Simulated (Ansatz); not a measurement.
The reference is ZnGeP$_{2}$ in the chalcopyrite structure (space group I-42d, No. 122; a = 5.3740 Å, c = 10.6255 Å).

The change: the cell is scaled by 0.9850 in all directions; the atoms relax in the strained cell.

All numbers come from LDA (Ansatz, a quantum-chemistry and plane-wave program), scalar-relativistic without spin-orbit coupling.

Base, band edges from the VBM (valence, conduction): M -1.48, 1.06; G -1.18, 1.55; R -1.18, 1.55; X -0.81, 1.16; Γ 0.00, 1.18; S₀ -0.95, 1.25; S -0.95, 1.25; N -1.07, 2.39; P -1.19, 1.82 eV.

Question: Give the band edges at the high-symmetry points of the new zone, measured from its valence-band maximum.

Answer: 
| point | valence edge (eV) | conduction edge (eV) |
|---|---|---|
| Γ | 0.00 | 1.08 |
| X | -0.87 | 1.28 |
| P | -1.26 | 1.95 |
| N | -1.15 | 2.51 |
| M | -1.60 | 1.01 |
| S | -1.02 | 1.20 |
| S₀ | -1.02 | 1.20 |
| R | -1.26 | 1.68 |
| G | -1.26 | 1.68 |

The gap is 0.93 eV, indirect, Γ → M–S (33 % along).

Whether these cells are dynamically stable was not tested.
